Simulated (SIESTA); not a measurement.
Input and output of a relaxation of cell and atoms for LiBe (P2_1/m, 4 atoms in the cell) (SIESTA).

Method: GGA PBEsol, numerical atomic orbitals DZP, PseudoDojo PBEsol standard norm-conserving potentials (rewritten from UPF to PSML) in SIESTA.

```xyz
4
Lattice="2.2960 0.0000 0.0000 0.0000 3.6128 0.0000 -0.4017 0.0000 5.5135" Properties=species:S:1:pos:R:3 pbc="T T T"
Li     1.6296     0.9032     0.8538
Li     0.2647     2.7096     4.6597
Be     1.5053     0.9032     3.1767
Be     0.3890     2.7096     2.3368
```

Reference input (self-consistent single point, DFT, GGA PBEsol, numerical atomic orbitals DZP, PseudoDojo PBEsol standard norm-conserving potentials (rewritten from UPF to PSML)): XC.functional = GGA; XC.authors = PBEsol; potentials = PseudoDojo PBEsol standard; PAO.BasisSize = DZP; PAO.EnergyShift = 0.005 Ry; MeshCutoff = 300 Ry; kgrid.MonkhorstPack = 11 7 5; OccupationFunction = MP; OccupationMPOrder = 0; ElectronicTemperature = 0.272 eV; PAO.Polarization.NonPerturbative = true; MaxSCFIterations = 150. This run's input differs from it in these lines:

```diff
@@ -45,2 +45,7 @@
 Diag.ParallelOverK           true
+MD.TypeOfRun                 FIRE
+MD.Steps                     40
+MD.MaxForceTol               0.02 eV/Ang
+MD.VariableCell              true
+MD.MaxStressTol              0.05 GPa
 WriteForces                  true
```

Output, abridged:

```
        iscf     Eharris(eV)        E_KS(eV)     FreeEng(eV)     dDmax    Ef(eV) dHmax(eV)
   scf:    1    -1096.039516    -1139.276793    -1139.303086  4.358631-11.528981  9.122479
   scf:    2    -1144.933274    -1142.569786    -1142.594643  1.800366-11.377902  3.429750
   scf:    3    -1142.875811    -1143.072552    -1143.108915  0.843824-11.222294  0.779132
   scf:    4    -1143.025468    -1143.104672    -1143.142592  0.247706-11.288518  0.748597
   scf:    5    -1143.140464    -1143.127838    -1143.166812  0.135643-11.283232  0.136253
   scf:    6    -1143.129572    -1143.128923    -1143.167968  0.014070-11.284185  0.046794
   scf:    7    -1143.129081    -1143.129029    -1143.168090  0.006603-11.283967  0.010245
   scf:    8    -1143.129032    -1143.129034    -1143.168097  0.001654-11.284004  0.000718
mix: Pulay -- inversion failed, > SVD [rank/size] 4 / 7
   scf:    9    -1143.129034    -1143.129034    -1143.168097  0.000062-11.284004  0.000314
   scf:   10    -1143.129034    -1143.129034    -1143.168097  0.000044-11.284003  0.000012
mix: Pulay -- inversion failed, > SVD [rank/size] 4 / 7
   scf:   11    -1143.129034    -1143.129034    -1143.168097  0.000002-11.284003  0.000000
SCF Convergence by DM+H criterion
max |DM_out - DM_in|         :     0.0000017836
max |H_out - H_in|      (eV) :     0.0000004021
SCF cycle converged after 11 iterations

Using DM_out to compute the final energy and forces

siesta: E_KS(eV) =            -1143.1290

siesta: E_KS - E_eggbox =     -1143.1290

siesta: Atomic forces (eV/Ang):
     1    0.002031    0.000000   -0.026292
   [... lines left out ...]
siesta: Pressure (static):         -1.84294475  kBar
siesta: Pressure (total):         -1.84294475  kBar
No target stress found, assuming hydrostatic MD.TargetPressure.
Target stress (kBar)
outcell: Cell volume (Ang**3)        :     45.3691
        iscf     Eharris(eV)        E_KS(eV)     FreeEng(eV)     dDmax    Ef(eV) dHmax(eV)
siesta: Pressure (static):         -0.03526276  kBar
siesta: Pressure (total):         -0.03526276  kBar
   [... lines left out ...]
outcell: Cell angles (23,13,12) (deg):     90.0000     92.8046     90.0000
outcell: Cell volume (Ang**3)        :     45.3691

siesta: Program's energy decomposition (eV):
siesta: FreeEng =     -1143.171910

siesta: Stress tensor (static) (eV/Ang**3):
siesta:     0.000031   -0.000000   -0.000813
siesta:    -0.000000    0.000276   -0.000000
siesta:    -0.000813   -0.000000   -0.000241

siesta: Constrained stress tensor (static) (eV/Ang**3):
siesta:     0.000031   -0.000000   -0.000813
siesta:    -0.000000    0.000276   -0.000000
siesta:    -0.000813   -0.000000   -0.000241

siesta: Cell volume =         45.369093 Ang**3

siesta: Pressure (static):
siesta:                Solid            Molecule  Units
siesta:          -0.00000024         -0.00000042  Ry/Bohr**3
siesta:          -0.00002201         -0.00003890  eV/Ang**3
siesta:          -0.03526276         -0.06232960  kBar
```

The relaxation ended unconverged. 

The starting cell comes from a database of computed structures (which also holds hypothetical and non-ambient phases and stackings), without a prior relaxation at this level. Values carry the incompleteness of an atom-centred basis.

Cost on one core of a shared machine: roughly 10 min.
